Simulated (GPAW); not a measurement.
A self-consistent single point of InSe (P-6m2, 8 atoms in the cell) with GPAW.

Method: PBEsol, GPAW PAW datasets PBEsol (made by gpaw-setup) (plane waves; GPAW 25.7.0).

```yaml
crystal:
  lattice:
    - [4.04733, 0.00000, 0.00000]
    - [-2.02366, 3.50509, 0.00000]
    - [0.00000, 0.00000, 18.05206]
  atoms:
    - { symbol: In, position: [0.00000, 0.00000, 0.57739] }
    - { symbol: In, position: [0.00000, 0.00000, 0.42261] }
    - { symbol: In, position: [0.33333, 0.66667, 0.92261] }
    - { symbol: In, position: [0.33333, 0.66667, 0.07739] }
    - { symbol: Se, position: [0.66667, 0.33333, 0.85300] }
    - { symbol: Se, position: [0.66667, 0.33333, 0.14700] }
    - { symbol: Se, position: [0.33333, 0.66667, 0.64702] }
    - { symbol: Se, position: [0.33333, 0.66667, 0.35298] }
```

Reference input (self-consistent single point, DFT LDA (Perdew-Wang 92), plane waves, GPAW PAW datasets LDA (gpaw-data 1.0.1)): mode = pw; ecut = 550 eV; xc = LDA; kpts = 5 5 1; mesh shift (steps) = 0 0 0; occupations.name = fermi-dirac; occupations.width = 0.01 eV; nbands = -6; convergence.density = 1e-05 e/electron; convergence.energy = 1e-05 eV/electron; convergence.bands = -4; symmetry.symmorphic = false. This run's input differs from it in these lines:

```diff
@@ -19,3 +19,3 @@
 calc = GPAW(mode=PW(550),
-            xc='LDA',
+            xc='PBEsol',
             kpts=(5, 5, 1),
```

Its files differ too (potentials: GPAW PAW datasets PBEsol (made by gpaw-setup)).

Output (repeated stretches shortened):

```
     iter     time        total  log10-change:
                         energy   eigst   dens
iter:   1 --:--:--   -32.693874   -0.08
iter:   2 --:--:--   -32.537573   -1.29  -1.23
iter:   3 --:--:--   -32.101982   -1.64  -1.27
iter:   4 --:--:--   -32.075141   -2.26  -1.49
iter:   5 --:--:--   -32.045795   -1.51  -1.64
   [... 2 lines left out ...]
iter:   8 --:--:--   -31.979068   -3.54  -2.73
iter:   9 --:--:--   -31.977035   -3.20  -2.70
iter:  10 --:--:--   -31.975718   -4.30  -2.82
iter:  11 --:--:--   -31.975741   -5.45  -3.47
iter:  12 --:--:--   -31.975746c  -6.24  -3.49
iter:  13 --:--:--   -31.975733c  -6.41  -3.47
   [... lines left out ...]
iter:  23 --:--:--   -31.975726c  -5.92  -4.06
iter:  24 --:--:--   -31.975720c  -6.81  -3.99
iter:  25 --:--:--   -31.975721c  -7.74c -4.27
iter:  26 --:--:--   -31.975719c  -6.85  -4.14
iter:  27 --:--:--   -31.975718c  -7.55c -4.36
iter:  28 --:--:--   -31.975718c  -7.83c -4.40
iter:  29 --:--:--   -31.975718c  -7.46c -4.44
iter:  30 --:--:--   -31.975718c  -8.75c -4.53
iter:  31 --:--:--   -31.975718c  -7.85c -4.55
iter:  32 --:--:--   -31.975718c  -8.67c -4.65
iter:  33 --:--:--   -31.975718c  -8.22c -4.73
iter:  34 --:--:--   -31.975718c  -8.86c -4.89
iter:  35 --:--:--   -31.975718c  -8.83c -5.05c
Converged after 35 iterations.

Dipole moment: (-3.878212, 2.239087, -0.000000) |e|*Ang

Energy contributions relative to reference atoms: (reference = -903843.763311)

Kinetic:        +73.969097
Potential:      -71.258267
External:        +0.000000
XC:             -35.192790
Entropy (-ST):   -0.000000
Local:           +0.506242
SIC:             +0.000000
--------------------------
Free energy:    -31.975718
Extrapolated:   -31.975718

Showing only first 2 kpts
 Kpt  Band  Eigenvalues  Occupancy
  0    36      2.49773    2.00000
  0    37      3.44715    2.00000
  0    38      4.07970    0.00000
  0    39      4.88004    0.00000

  1    36      2.77207    2.00000
  1    37      3.24452    2.00000
  1    38      5.42610    0.00000
  1    39      5.69899    0.00000

Fermi level: 3.77556

Gap: 0.633 eV
Transition (v -> c):
   [... lines left out ...]
  2 In   -0.00000   -0.00000    0.08288
  3 In   -0.00000   -0.00000   -0.08288
  4 Se   -0.00000    0.00000    0.00819
  5 Se   -0.00000    0.00000   -0.00819
  6 Se   -0.00000   -0.00000   -0.00897
  7 Se    0.00000   -0.00000    0.00897

Stress tensor:
     0.007105     0.000000     0.000000
     0.000000     0.007105     0.000000
     0.000000     0.000000     0.005283
Stress (GPa, Voigt): [1.1383 1.1383 0.8464 0.     0.     0.    ]
```

The run converged in 35 iterations. GPAW prints stress with tension positive. Against the reference run the pressure goes from -2.54 to -1.04 GPa, the largest force goes from 0.173 to 0.083 eV/Å and the gap on the mesh goes from 0.490 to 0.633 eV.

The starting cell comes from a database of computed structures (which also holds hypothetical and non-ambient phases and stackings), without a prior relaxation at this level.

Cost on one core of a shared machine: roughly 60 s.
